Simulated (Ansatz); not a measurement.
**MoPt₂ (Immm, No. 71): properties by level of theory**

| level (code) | equilibrium volume per atom (Å³/atom) | bulk modulus (GPa) |
|---|---|---|
| BLYP (Ansatz) | 16.21 | 228 |
| rVV10 (Ansatz) | 15.83 | 255 |
| r²SCAN+rVV10 (Ansatz) | 14.97 | 304 |

Caveats: the relaxation could not lower the start's symmetry, so the cell can be a saddle point above a distorted one (BLYP, rVV10, r²SCAN+rVV10). Ansatz's density-functional and Hartree–Fock values are scalar-relativistic unless marked +SOC, with PAW data made under PBE.

Ansatz is a program for electronic structure.
